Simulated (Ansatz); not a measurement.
## Worked example: self-consistent single point of Cd₂SeS (P3m1, 4 atoms in the cell) in Ansatz

Method of the run: PBEsol, default PAW files made with PBE (plane waves; Ansatz, a quantum-chemistry and plane-wave program).

Input as run:

Ansatz 0.2 input:
```yaml
# Cd2SeS
crystal:
  lattice:
    - [4.31054300, 0.00000000, 0.00000000]
    - [-2.15527100, 3.73304000, 0.00000000]
    - [0.00000000, 0.00000000, 7.02889400]
  atoms:
    - { symbol: Cd, position: [0.00000000, 0.00000000, 0.49734300] }
    - { symbol: Cd, position: [0.33333300, 0.66666700, 0.00964000] }
    - { symbol: Se, position: [0.33333300, 0.66666700, 0.62575000] }
    - { symbol: S, position: [0.00000000, 0.00000000, 0.12238000] }
basis:
  ecutwfc: 420.0
kpoints:
  mp_grid:
    grid: [7, 7, 4]
hamiltonian:
  xc: pbesol
  pseudopotentials:
    kind: paw
scf:
  occupations:
    method: fermi_dirac
    width: 0.05
output:
  forces: true
  eigenvalues: true
  stress: true
```

The program printed (abridged):

```
WARN the atoms were moved onto the symmetric positions of the space group found under crystal.symmetry.tolerance 1.0e-5 (fractional …
WARN ansatz: RAYON_NUM_THREADS=1 ignored (pool sized by the plan → 1); use --threads N
Pseudopotentials: kind: paw
Pseudopotential: Cd, paw, valence charge 20
Pseudopotential: Se, paw, valence charge 16
Pseudopotential: S, paw, valence charge 6
Crystal: 4 atoms, lattice volume = 113.105 Å³
Basis set: ecut = 420 eV, 2213 PW (Γ), exchange–correlation on 60×60×96 points (8 copies of the dense FFT grid, shifted against one another)
Bands: 38, of which v1, the nominal top of the filled ones, is band 31 counted from 1 (30 counted from 0)
Symmetry: 6 space group operations
Space group: P3m1 (ITA 156), of the structure as read, at distance tolerance 4.8e-5 Å
k-points: 28 of 196 (time reversal used)
PAW frozen core: Cd, regenerated for the run's functional, and the local potential with it
PAW frozen core: Se, regenerated for the run's functional, and the local potential with it
PAW frozen core: S, regenerated for the run's functional, and the local potential with it
Initial density: superposition of atomic densities (neutral atoms: chi_scale 0, normalization atom), corrected by the library's trained network
Initial wavefunctions: pseudopotential atomic-orbital guess
Eigensolver: davidson
Functional: x = pbesol(κ = 0.804, μ = 0.12345679012345678), c = pbesol(β = 0.046)
SCF iter   1: F=—  HF=-22679.520479 eV  |F-HF|=—  |Δ(HF+E_count)|=         —  Δρ=4.76e-3  dr2=3.49e-2  ethr=1.77e-3  ⟨swp⟩=6.4  Hψ=4093  notcnv=0  defer=4
all-band conjugate gradients solve this SCF's bands
preconditioner: auto → Resta (q_TF=auto, 2.468 Å⁻¹)
SCF iter   2: F=—  HF=-22679.511546 eV  |F-HF|=—  |Δ(HF+E_count)|=   8.93e-3  Δρ=1.75e-3  dr2=5.60e-3  ethr=5.62e-5  ⟨swp⟩=3.0  Hψ=2038  notcnv=0  defer=44
SCF iter   3: F=—  HF=-22679.510312 eV  |F-HF|=—  |Δ(HF+E_count)|=   1.23e-3  Δρ=4.95e-4  dr2=3.88e-4  ethr=9.03e-6  ⟨swp⟩=2.0  Hψ=1464  notcnv=0  defer=44
SCF iter   4: F=—  HF=-22679.510422 eV  |F-HF|=—  |Δ(HF+E_count)|=   1.09e-4  Δρ=1.94e-4  dr2=6.59e-5  ethr=6.25e-7  ⟨swp⟩=2.0  Hψ=1503  notcnv=0  defer=44
SCF iter   5: F=—  HF=-22679.510482 eV  |F-HF|=—  |Δ(HF+E_count)|=   6.05e-5  Δρ=6.64e-5  dr2=9.18e-6  ethr=1.06e-7  ⟨swp⟩=2.0  Hψ=1644  notcnv=0  defer=44
SCF iter   6: F=—  HF=-22679.510497 eV  |F-HF|=—  |Δ(HF+E_count)|=   1.50e-5  Δρ=2.83e-5  dr2=1.15e-6  ethr=1.48e-8  ⟨swp⟩=2.0  Hψ=1644  notcnv=0  defer=44
SCF iter   7: F=—  HF=-22679.510499 eV  |F-HF|=—  |Δ(HF+E_count)|=   1.72e-6  Δρ=1.27e-5  dr2=1.84e-7  ethr=1.85e-9  ⟨swp⟩=2.0  Hψ=1728  notcnv=0  defer=44
SCF iter   8: F=-22679.510499 eV  HF=-22679.510499 eV  |F-HF|=3.95e-8  |Δ(HF+E_count)|=   3.11e-7  Δρ=3.09e-6  dr2=1.48e-8  ethr=1.61e-10  ⟨swp⟩=8.3  Hψ=4667  notcnv=0
SCF 1 converged in 8 iterations: F = -22679.510499 eV  dr2 = 1.48e-8
SCF converged after 8 iterations
Free energy (F): -22679.510499 eV
Harris-Foulkes:  -22679.510499 eV  (|F-HF|=3.95e-8)
Internal energy: -22679.510464 eV  (E = F + TS)
E sigma→0 (E₀):  -22679.510482 eV
Entropy (-TS):   -0.000035 eV (-0.009 meV/atom)
Fermi energy:    6.564554 eV
--- Per-component energies (eV) ---
  E_band       = -1451.299937
  E_kinetic    = 1231.656775
  E_local      = -10882.738906  (includes V_loc(G=0)·N_el)
  E_nonlocal   = -490.334858
  E_hartree    = 5091.165205
  E_xc         = -547.992282
  E_vxc        = -624.380001  (∫ρ·V_xc dr)
  E_paw        = -10480.592876  (= ΣΔE_a)
  E_vpaw       = -867.836754  (= ΣTr[D̂ρ^β])
  E_aug_tail   = -0.000582  (compensation charges beyond the density's cutoff)
  E_ewald      = -6602.427261
  E_core_change = 1.754319  (= ΣΔE_core)
  E_smearing   = -0.000035  (= −TS)
  E_closure    = 0.000000  (closes the sum)
  Σ components = -22679.510499   (vs F -22679.510499, Δ=0.00e0)
--- Forces (eV/Å), atoms counted from 1 ---
  atom   1  Cd     0.00000000     0.00000000    -0.27312566
  atom   2  Cd    -0.00000000    -0.00000000     0.09364722
  atom   3  Se     0.00000000    -0.00000000     0.05616924
  atom   4  S      0.00000000     0.00000000     0.12327964
  max |Σ_I F_I| component: 2.96e-5 eV/Å
--- Stress (GPa, compression-positive) ---
       -3.103954       0.000000       0.000000
        0.000000      -3.103954       0.000000
        0.000000       0.000000      -3.601920
  P = ⅓ Tr σ = -3.2699 GPa (-32.699 kbar)
  The stress holds the Pulay correction. Without it, at fixed plane waves, as pw.x and ABINIT print it: P = -3.2922 GPa
--- Band table (eV; the first three rows and the last of 28) ---
  k-point 0: bands = ["-95.0743", "-95.0561", "-56.1848", "-56.1688", "-56.1688", "-56.1599", "-56.1599", "-56.1469", "-40.3053", "-40.3035", "-40.3035", "-40.2999", "-40.2999", "-6.0126", "-5.5309", "-1.4183", "-1.4183", "-1.4016", "-1.3586", [...]
  k-point 1: bands = ["-95.0743", "-95.0561", "-56.1848", "-56.1688", "-56.1688", "-56.1599", "-56.1599", "-56.1469", "-40.3053", "-40.3035", "-40.3035", "-40.2999", "-40.2999", "-5.9773", "-5.5645", "-1.4119", "-1.4119", "-1.3693", "-1.3693", [...]
  k-point 2: bands = ["-95.0743", "-95.0561", "-56.1848", "-56.1688", "-56.1688", "-56.1599", "-56.1599", "-56.1469", "-40.3053", "-40.3035", "-40.3035", "-40.2999", "-40.2999", "-5.9344", "-5.6056", "-1.3970", "-1.3970", "-1.3886", "-1.3886", [...]
  k-point 27: bands = ["-95.0743", "-95.0561", "-56.1848", "-56.1690", "-56.1690", "-56.1601", "-56.1600", "-56.1469", "-40.3052", "-40.3036", "-40.3035", "-40.2999", "-40.2999", "-5.6658", "-5.3649", "-1.2919", "-1.2705", "-1.2624", "-1.2470", [...]
```

The run converged in 8 iterations.

The starting cell comes from a database of computed structures (which also holds hypothetical and non-ambient phases and stackings), without a prior relaxation at this level. Its lattice was rescaled by up to half a per cent. One atom was moved a little off its site on purpose. With a pressure of about -3 GPa the cell is away from its equilibrium volume at this level. Ansatz's pressure includes its estimate of the finite-basis (Pulay) stress.
